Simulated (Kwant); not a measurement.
Model system: wire with an abrupt hard-wall neck in a InSb two-dimensional gas. Effective mass 0.014 mₑ, grid spacing 10 nm, hard walls, nominal width 300 nm (29 grid rows, so walls 300 nm apart), one parabolic valley, scattering region 900 nm long along x; energies count from the band bottom; Fermi energy swept from 0.00014922 to 0.004121 eV. Central neck 140 nm wide and 180 nm long.

The device is made up for the run: typed textbook-type constants, with dimensions and the other settings drawn at random.

Computed with Kwant: effective-mass tight-binding model on a square grid, one spin, coherent transport at 0 K. Conductance is in e²/h.

Density of the scattering states that come in from the left lead, at energy = 0.0021639 eV, in bins, relative to the largest site value (x marks bins outside the device):

```
|000000000000000000xxxxxxxx000000000000000000|
|000123321000223210xxxxxxxx000000000000000000|
|100235532001345420xxxxxxxx000000000000000000|
|200357753112477630xxxxxxxx000000000000000000|
|201379974113589841xxxxxxxx000000000000000000|
|301479974213689851xxxxxxxx000011100000000000|
|20147986421358985200000000000111111100011111|
|20136765322246775311111211111111111111111111|
|11134443222223454322234443221111111111111111|
|10123322222112344333345554321111111111111111|
|10122211122101133333456665432111111111111111|
|10122211122111233333456665432111111111111111|
|10123322222112344333345554321111111111111111|
|11134443222223454322234443221111111111111111|
|20136765322246775311111211111111111111111111|
|20147986421358985200000000000111111100011111|
|301479974213689851xxxxxxxx000011100000000000|
|201379974113589841xxxxxxxx000000000000000000|
|200357753112477630xxxxxxxx000000000000000000|
|100235532001345420xxxxxxxx000000000000000000|
|000123321000223210xxxxxxxx000000000000000000|
|000000000000000000xxxxxxxx000000000000000000|
```
Scale: ten equal steps from 0.000 (start of '0') to 1.00 (end of '9'), in the order '0123456789'; x runs from -430 to 430, y from -134 (bottom) to 134 (top).

The conductance there is 0.93 e²/h with 2 open channel(s) in the leads.
